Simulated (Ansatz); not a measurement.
The starting structures come from a database of crystals and need not be the phases stable at ambient conditions.

 Where the default PAW files enter, the runs use the earlier of Ansatz's two default sets.

The decay constant κ of evanescent states in the gap governs leakage through a thin film.

Given:

```yaml
crystal:
  lattice:
    - [6.09728, 0.00000, 0.00000]
    - [2.99442, 5.31133, 0.00000]
    - [-2.99442, -1.74933, 5.01498]
  atoms:
    - { symbol: Ba, position: [0.25119, 0.25119, 0.74881] }
    - { symbol: Ba, position: [0.74881, 0.74881, 0.25119] }
    - { symbol: Ta, position: [0.50000, 0.50000, 0.50000] }
    - { symbol: Bi, position: [0.00000, 0.00000, 0.00000] }
    - { symbol: O, position: [0.78114, 0.67797, 0.72551] }
    - { symbol: O, position: [0.21886, 0.32203, 0.27449] }
    - { symbol: O, position: [0.27449, 0.78114, 0.32203] }
    - { symbol: O, position: [0.72551, 0.21886, 0.67797] }
    - { symbol: O, position: [0.67797, 0.27449, 0.21886] }
    - { symbol: O, position: [0.32203, 0.72551, 0.78114] }
```

Space group of this cell: R-3. The cell is taken as given; by r2SCAN its mean pressure is -4.1 GPa.

Transport runs along the normal of the first two printed cell vectors, the (101) plane of the conventional cell.

The gap is the functional's own. No spin-orbit coupling. Mid-gap values are interpolated on the energy grid.

Compute, with r2SCAN (Ansatz, a first-principles code), the band gap and the smallest decay constant κ at mid-gap.

Gap 2.97 eV on a 6×6×6 mesh; κ = 0.276 1/Å, at (0.000, 0.500) of the in-plane reciprocal vectors. At the zone centre, at the nearest computed energy, the slowest state has κ = 0.36 1/Å.
